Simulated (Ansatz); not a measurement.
Size effect: ZrRh3 (Pm-3m) beside Mo

ZrRh3 (Pm-3m): ρ₀ = 11.5 μΩ·cm, ℓ = 7.48 nm. Mo (Im-3m): ρ₀ = 5.36 μΩ·cm, ℓ = 12.6 nm. Both at 300 K by PBEsol, DFPT electron-phonon coupling, linearised Boltzmann equation (plane waves, PAW, scalar-relativistic; Ansatz, a first-principles code); third figures are kept for the arithmetic, and halving the electron mesh moves ρ₀ by up to 1 and 1 % at 300 K, and ℓ by up to 2 and 2 % (the most at any temperature). Cell of ZrRh3 (Pm-3m): a = 3.904 Å, b = 3.904 Å, c = 3.904 Å, α = 90.00°, β = 90.00°, γ = 90.00°. On Mo: eigensolver warning.

Square wire of width d: ρ(d) = ρ₀ + ρ₀ℓ [3(1 − p)/(4d) + 3R/(2D(1 − R))], with p = 0.5, R = 0.2, D = d.

Problem. What are ρ₀ℓ and ρ(d)?

Solution. With D = d the size term is Kρ₀ℓ/d, K = 0.75 × 0.5 + 1.5 × 0.2/0.80 = 0.750. ZrRh3 (Pm-3m): ρ₀ℓ = 8.6×10⁻¹⁶ Ω·m², ρ = 11.5 + 65/d. Mo: 6.75×10⁻¹⁶ Ω·m², ρ = 5.36 + 50.7/d (μΩ·cm, d in nm).

Problem. Where, if anywhere, do the two curves cross in favour of ZrRh3 (Pm-3m)?

Solution. Nowhere: neither ρ₀ nor ρ₀ℓ of ZrRh3 (Pm-3m) lies under that of Mo.

Problem. Tabulate ρL/d² for L = 1 μm against the trench width w. Take w = 9, 18, 20, 36 nm.

Solution. 
| w (nm) | ρ, ZrRh3 (Pm-3m) (μΩ·cm) | Ω/μm, ZrRh3 (Pm-3m) | ρ, Mo (μΩ·cm) | Ω/μm, Mo |
|---|---|---|---|---|
| 9 | 18.7 | 2300 | 11.0 | 1360 |
| 18 | 15.1 | 470 | 8.2 | 250 |
| 20 | 14.7 | 370 | 7.9 | 197 |
| 36 | 13.3 | 103 | 6.8 | 52 |

The line of Mo has the lower resistance at w = 9, 18, 20, 36 nm.

The formula is the first-order form of the Fuchs-Sondheimer and Mayadas-Shatzkes models for a square wire of an isotropic metal and fails where d lies far under ℓ. p, R and D are assumed, not computed. With a current-weighted ℓ the product lies above the one-path value, by more the wider the paths spread. ρ₀ is phonon-limited: no impurities, no disorder, and the values belong to this polymorph, stable or not.

Formula and space group known from diffraction (Crystallography Open Database), not checked to be the room-temperature form: ZrRh3 (Pm-3m).
